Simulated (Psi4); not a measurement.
Psi4 1.11, unrestricted WB97X/def2-tzvp: F[CH]F, charge 0, multiplicity 2, 4 atoms. The geometry is a generated start, not checked to be a minimum at this level.

- task: energy
- method: wb97x
- basis: def2-tzvp
- memory: 3 GB
- maxiter: 100
- keys of the molecule block: symmetry c1
- scf_type: df (default)
- diis_max_vecs: 10 (default)
- e_convergence: 1e-06 (default)
- d_convergence: 1e-06 (default)
- dft_radial_points: 75 (default)
- dft_spherical_points: 302 (default)
- basis functions: 99
- grid points: 88172

```xyz
4

F     -1.0930    -0.6099    -0.0522
C      0.0026     0.0854     0.2199
F      1.0983    -0.5972    -0.0824
H     -0.0079     1.1217    -0.0853
```

Charge 0 and multiplicity 2 are set for this test and not shown to be the ground state.

With the defaults (damping_percentage = 0, diis = true, scf_initial_accelerator = adiis, guess = auto, which took SAD, soscf = false, soscf_start_convergence = 0.01, diis_start = 1) it converges in 8 SCF iterations. One run each on 2 threads, with these changes:
- guess = huckel
- soscf = true, soscf_start_convergence = 0.1
- soscf = true
- damping_percentage = 60, diis = false, scf_initial_accelerator = none
- damping_percentage = 60
- diis_start = 4
- guess = sap
- guess = sapgau
- soscf = true, soscf_start_convergence = 0.001

Task: Name the settings that don't reach the solution of the defaults.

Result: No convergence: damping_percentage = 60; damping_percentage = 60, diis = false, scf_initial_accelerator = none (the run ends without SCF convergence in 100 iterations). The rest reach the solution of the defaults.

| setting | SCF iterations | JK calls | end |
|---|---|---|---|
| soscf = true, soscf_start_convergence = 0.1 | 5 | 16 | same solution |
| soscf = true | 5 | 16 | same solution |
| soscf = true, soscf_start_convergence = 0.001 | 6 | 17 | same solution |
| the defaults | 8 | 9 | same solution |
| guess = sapgau | 8 | 8 | same solution |
| guess = huckel | 9 | 27 | same solution |
| guess = sap | 9 | 9 | same solution |
| diis_start = 4 | 10 | 11 | same solution |
| damping_percentage = 60 | 100 | 101 | no convergence |
| damping_percentage = 60, diis = false, scf_initial_accelerator = none | 100 | 101 | no convergence |

An SOSCF iteration holds several JK calls; a Hückel guess adds calls on atoms.
